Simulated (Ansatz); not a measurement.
Take Cu in the fcc (Cu type) structure (space group Fm-3m, No. 225; relaxed with 0.1 eV smearing) as the base.

```xyz
1
Lattice="0.0000 1.8149 1.8149 1.8149 0.0000 1.8149 1.8149 1.8149 0.0000" Properties=species:S:1:pos:R:3 pbc="T T T"
Cu     0.0000     0.0000     0.0000
```

Calculations: PBE (Ansatz, an electronic-structure program; PAW; 420 eV plane waves; scalar-relativistic without spin-orbit coupling).

Base values:

- Pressure: 0.0 GPa

One thing is altered: an isotropic linear strain of −2.50 %; the atoms relax in the strained cell.

**Question.** How does this affect the energy relative to the base?

**Answer.** The energy increases by 33 meV/atom.

**Question.** What does the calculation give for the pressure after the change?

**Answer.** The pressure goes from zero to 13.0 GPa.

Stability against distortions was not tested. The final runs are not spin-polarised.
